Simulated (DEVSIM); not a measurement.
Device: Au/AlN/p-In0.53Ga0.47As capacitor, at 250 K.

| layer (left to right) | material | thickness (nm) | Na (cm⁻³) |
|---|---|---|---|
| 1 | AlN | 4.20 | - |
| 2 | In0.53Ga0.47As | 1900 | 9.2e16 |

Metal gate on the left, work function 5.1 eV. Fixed charge at the semiconductor interface -3.2e11 cm⁻² (in units of +e); no interface traps.

Constants are typed, rounded textbook-type inputs, not results; the design itself was drawn at random and stands for no fabricated device. Values at 300 K; Nc and Nv go as T^1.5, mobilities as T to minus their exponent, the gap by Varshni's rule with the affinity fixed.

| parameter | AlN | In0.53Ga0.47As |
|---|---|---|
| gap (eV) | 6.1 | 0.74 |
| affinity (eV) | 1.9 | 4.51 |
| permittivity | 8.5 | 13.9 |
| Nc (cm⁻³) | - | 2.1e17 |
| Nv (cm⁻³) | - | 7.7e18 |
| Varshni α (eV/K) | - | 0.00035 |
| Varshni β (K) | - | 190 |

DEVSIM, 1D Poisson equation in equilibrium, Boltzmann statistics, complete ionisation; no quantum confinement or tunnelling. Metal contacts follow the ideal Schottky-Mott rule: no Fermi-level pinning, no interface dipoles.

The interface trap density was swept, all else fixed.

```csv
interface trap density (cm^-2 eV^-1),minimum of the low-frequency capacitance (μF/cm²),flat-band voltage (V)
0,0.122,-0.05
1e10,0.124,-0.05
1e11,?,-0.05
3e11,0.163,-0.05
1e12,0.251,-0.07
2e12,0.361,-0.10
```

Q: What belongs in the gaps?

A: 
- 1e11, minimum of the low-frequency capacitance (μF/cm²): 0.136
